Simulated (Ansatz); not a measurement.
Functionals compared on the (111) surface of tetragonal WSi2 in its 1x1 cell (cut with top plane Si, bottom plane Si), outermost plane spacing 0.36 Å in the ideal cut, in Ansatz (plane waves, PAW). The structure was relaxed with PBE; the other rows are single points on it. Cutoff 420 eV (500 eV for r2SCAN).

Set-up: 30 atoms, Si20W10, 10.6 Å thick at the start; mesh 9x5x1; 0.1 eV smearing; dipole correction on; all atoms relaxed; held to the part of the start's symmetry that mesh and held atoms allow; no spin, no spin-orbit, no U. These notes are the PBE run's.

```csv
functional,work function of the top face (eV),rough cost of the single point
PBE,4.58,–
LDA,4.83,about 8 core-minutes (a rough figure)
PBEsol,4.66,very roughly 8 core-minutes
RPBE,4.47,around 8 core-minutes (rough)
r2SCAN,4.60,around 10 core-minutes (rough)
```

Ansatz is a first-principles code.
